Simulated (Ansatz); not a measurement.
**B vacancy + 1 H (zinc-blende BAs host)**

All values below come from PBE, PAW (plane waves to 420 eV; Ansatz, a first-principles code). The supercell holds 64 host sites (2×2×2 repeats of the unit cell), with a 2×2×2 shifted k-point sampling for the final energies. Sites at the start: the B site; 1 H on the vacancy's neighbours. Finite-size correction: monopole term and site-potential alignment. Dielectric constants: PBE linear response of the host. Host gap at this level: 1.20 eV. Finite-size and sampling errors can reach tenths of an eV here. Levels are measured in PBE's own, too narrow, gap. Spin–orbit coupling is left out. Each state is the lowest found from its start.

```tsv
charge	moment (μB)	largest move off a lattice site (Å)	image correction with alignment (eV)	above the lowest spin state (eV)
+1†	quenched	0.18	-0.01	0.00
0†	fractional	0.17	0.00	0.00
0†	not spin-polarised	0.17	0.00	0.01
−1†	1.0	0.16	0.30	0.00
−2	not spin-polarised	0.13	0.93	0.00
```

† Not settled in this cell, so no level is given: charge +1: a level filled in part, level within 0.1 eV of a band edge or past it; charge 0: fractional moment, a level filled in part; charge −1: a level filled in part.

Starting moments that weren't kept: charge +1 began with 1 μB and ended with 0.0; charge 0 began with 2 μB and ended with 0.5.

Flagged in the runs: a doubtful potential alignment.
